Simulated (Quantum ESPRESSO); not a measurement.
Quantum ESPRESSO run on MgO (Fm-3m, 2 atoms in the cell): self-consistent single point.

Level of theory: LDA (PZ), GBRV 1.5 ultrasoft (LDA) pseudopotentials (plane waves; Quantum ESPRESSO 7.5).

```
CELL_PARAMETERS angstrom
     -2.10500     0.00000     2.10500
      0.00000     2.10500     2.10500
     -2.10500     2.10500     0.00000
ATOMIC_POSITIONS crystal
  Mg 0.00000 0.00000 0.00000
  O  0.50000 0.50000 0.50000
```

Reference input (self-consistent single point, DFT, PBE, plane waves, SSSP 1.1.2 efficiency (PBE) pseudopotentials): ecutwfc = 55 Ry; ecutrho = 440 Ry; occupations = smearing; smearing = fermi-dirac; degauss = 0.000734986 Ry; potentials = {Mg: Mg.pbe-n-kjpaw_psl.0.3.0.UPF, O: O.pbe-n-kjpaw_psl.0.1.UPF}; K_POINTS = automatic 7 7 7 0 0 0; conv_thr = 1e-09 Ry; mixing_beta = 0.4. This run's input differs from it in these lines:

```diff
@@ -12,4 +12,4 @@
     ntyp = 2
-    ecutwfc = 55
-    ecutrho = 440
+    ecutwfc = 40
+    ecutrho = 200
     occupations = 'smearing'
@@ -23,4 +23,4 @@
 ATOMIC_SPECIES
-Mg    24.3050  Mg.pbe-n-kjpaw_psl.0.3.0.UPF
-O     15.9990  O.pbe-n-kjpaw_psl.0.1.UPF
+Mg    24.3050  mg_lda_v1.4.uspp.F.UPF
+O     15.9990  o_lda_v1.2.uspp.F.UPF
 ATOMIC_POSITIONS crystal
```

Output (repeated stretches shortened):

```
     Self-consistent Calculation

     iteration #  1     ecut=    40.00 Ry     beta= 0.40

     total energy              =    -157.55365875 Ry
     estimated scf accuracy    <       0.35963302 Ry

     iteration #  2     ecut=    40.00 Ry     beta= 0.40

     total energy              =    -157.62394543 Ry
     estimated scf accuracy    <       0.02720130 Ry

     iteration #  3     ecut=    40.00 Ry     beta= 0.40

     total energy              =    -157.62295901 Ry
     estimated scf accuracy    <       0.00581747 Ry

   [... 3 blocks of this kind left out ...]

     iteration #  7     ecut=    40.00 Ry     beta= 0.40

     total energy              =    -157.62333293 Ry
     estimated scf accuracy    <       0.00000002 Ry

     iteration #  8     ecut=    40.00 Ry     beta= 0.40
     End of self-consistent calculation

     the Fermi energy is     9.2130 ev

!    total energy              =    -157.62333293 Ry
     estimated scf accuracy    <          2.7E-10 Ry
     smearing contrib. (-TS)   =       0.00000000 Ry
     internal energy E=F+TS    =    -157.62333293 Ry

     convergence has been achieved in   8 iterations

     Forces acting on atoms (cartesian axes, Ry/au):

     atom    1 type  1   force =     0.00000000    0.00000000    0.00000000
     atom    2 type  2   force =    -0.00000000   -0.00000000    0.00000000

     Total force =     0.000000     Total SCF correction =     0.000000

          total   stress  (Ry/bohr**3)                   (kbar)     P=      -53.57
  -0.00036416   0.00000000  -0.00000000          -53.57        0.00       -0.00
   0.00000000  -0.00036416  -0.00000000            0.00      -53.57       -0.00
  -0.00000000  -0.00000000  -0.00036416           -0.00       -0.00      -53.57

   JOB DONE.
```

The run converged in 8 iterations. Against the reference run the pressure goes from 4.35 to -5.36 GPa and the gap on the mesh goes from 4.737 to 4.694 eV.

The starting cell has typed, rounded lattice constants, without a prior relaxation at this level. With a pressure of about -5 GPa the cell is away from its equilibrium volume at this level.
